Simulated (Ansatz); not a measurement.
Consider PbS in the rock salt structure (space group Fm-3m, No. 225; a = 5.903 Å). Axes: x, y, z lie along the cube axes.

Calculations: Ansatz (a first-principles code) PBEsol, spin-orbit coupling left out.

Before the change:

- Band gap = 0.19 eV
- Pressure = 0.0 kbar

Modification: the cell is stretched by 2.00 % along z with no lateral relaxation, atoms relaxed at fixed cell.

Q: Predict the new band gap, energy relative to the base and pressure.

A: The band gap goes up by 0.065 eV to 0.26 eV; the energy increases by 4.4 meV/atom; the pressure (mean of the normal stresses, compression positive) goes from zero to -10.7 kbar.

With Pb present, leaving out spin-orbit coupling can change the band edges. The cells carry an imposed strain or load. Whether these cells are dynamically stable was not tested. The zero or small gap of PbS can change with the level of theory.
